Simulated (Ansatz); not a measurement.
**AgI: element substitutions**

Take AgI in the zinc blende structure (space group F-43m, No. 216; a = 6.628 Å) as the base.

Each row replaces one element on all its sites; cell and atoms are relaxed.

The values are results of plane-wave PAW DFT at the PBE level (Ansatz, a first-principles code, 420 eV), spin-orbit coupling left out, earlier PAW set, not measurements.

Problem. Only one of these keeps a band gap. Which?
(A) Ag → Cu
(B) Ag → Cd
(C) I → Rh

Solution. A, Ag → Cu. Computed: I → Rh: zero; Ag → Cu: 1.10 eV; Ag → Cd: zero

Spin-orbit coupling, missing from the scalar runs, can matter with I. Whether these cells are dynamically stable was not tested. As relaxed here, AgRh and CdI are hypothetical phases, not in the database extracts checked. All final runs are without spin polarisation. An odd electron count without spin: CdI. AgRh has a high density of states at the Fermi level and may be magnetic at this level.
